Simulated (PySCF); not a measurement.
PySCF 2.14.0, B3LYP/def2-svp, df: Sn(H)(Et)2(OH) (C[CH2][SnH]([OH])[CH2]C), 18 atoms. The geometry is a generated start, not checked to be a minimum at this level.

```
Quantity                                             Value
-------------------------  -------------------------------
task                                                energy
method                                               b3lyp
basis                                             def2-svp
two-electron scheme                        density fitting
mol.max_memory                                     3000 MB
mf.max_cycle                                           100
mf.init_guess                              minao (default)
mf.DIIS                                    CDIIS (default)
mf.diis_space                                  8 (default)
mf.conv_tol                                1e-09 (default)
mf.grids.level                                 3 (default)
effective core potentials  those of the basis set, past Kr
basis functions                                        156
grid points                                         210208
```

```xyz
18

Sn     0.0799     0.5790     0.0720
O      0.2162     0.0484     1.9898
C      1.7243    -0.6015    -0.7840
C      3.1050    -0.1554    -0.3525
C     -1.9442     0.0061    -0.6408
C     -3.0040    -0.0328     0.4398
H      0.3423     2.2961     0.0929
H     -0.1652     0.6322     2.6389
H      1.6341    -0.5779    -1.8705
H      1.5320    -1.6216    -0.4515
H      3.8565    -0.8207    -0.7764
H      3.3156     0.8554    -0.6923
H      3.1952    -0.1783     0.7287
H     -2.2311     0.6940    -1.4331
H     -1.8258    -0.9838    -1.0840
H     -2.7030    -0.6900     1.2489
H     -3.9392    -0.4084     0.0244
H     -3.1886     0.9591     0.8496
```

One run each on 2 threads, 1 BLAS thread. Values of level_shift (Hartree) tried: 0 (default), 0.1, 0.3, 1.

Task: Predict the course of the Fock builds along this series.

Result: Fewest Fock builds, within one of each other: 0 (default) with 15, 0.1 with 14. The count rises to 36 at 1. All converge to one solution.

```tsv
level_shift (Hartree)	Fock builds	end
0 (default)	15	same solution
0.1	14	same solution
0.3	16	same solution
1	36	same solution
```
